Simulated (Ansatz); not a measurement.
**Pressure series in La2O3**

Consider La2O3 (space group P-3m1, No. 164).

```
La2O3
1.0
    3.90615     0.00000     0.00000
   -1.95308     3.38283     0.00000
    0.00000     0.00000     6.03989
La O
2 3
Direct
  0.66667   0.33333   0.24537
  0.33333   0.66667   0.75463
  0.33333   0.66667   0.35398
  0.66667   0.33333   0.64602
  0.00000   0.00000   0.00000
```

Cell and atoms are relaxed at each pressure.

The values are results of PBEsol in Ansatz (plane waves to 420 eV, PAW, no spin-orbit coupling), not measurements.

Notes on the quantities. enthalpy: H = E + PV relative to the base's energy.

```csv
variant,lattice parameter a,enthalpy,band gap,electron mass
base,3.906 Å,–,3.77 eV,1.3 mₑ (at K)
pressure −2 GPa,3.919 Å,-0.20 eV/atom,3.77 eV,1.4 mₑ (at K)
pressure −1 GPa,?,-0.10 eV/atom,3.77 eV,1.3 mₑ (at K)
pressure 0.3 GPa,3.904 Å,+0.03 eV/atom,3.77 eV,1.3 mₑ (at K)
pressure 0.7 GPa,3.902 Å,+0.07 eV/atom,3.77 eV,1.3 mₑ (at K)
pressure 1.5 GPa,?,+0.15 eV/atom,3.77 eV,1.3 mₑ (at K)
pressure 3 GPa,3.890 Å,+0.30 eV/atom,3.77 eV,1.3 mₑ (at K)
pressure 5 GPa,3.881 Å,+0.49 eV/atom,3.76 eV,–
pressure 7.5 GPa,?,+0.73 eV/atom,3.75 eV,1.2 mₑ (at K)
pressure 10 GPa,3.863 Å,+0.96 eV/atom,?,1.2 mₑ (at K)
```

Fill in the withheld entries from the trend.


- pressure −1 GPa, lattice parameter a: 3.912 Å
- pressure 1.5 GPa, lattice parameter a: 3.898 Å
- pressure 7.5 GPa, lattice parameter a: 3.871 Å
- pressure 10 GPa, band gap: 3.73 eV

Load acts through the strain it causes; cell and atoms are relaxed under it. Masses are band curvatures over ±0.01 Å⁻¹ around the edge. Stability against distortions was not tested. Competing high-pressure phases were not computed. The base started in C2/m and relaxed to P-3m1 at this level.

Ansatz is a program for electronic structure.
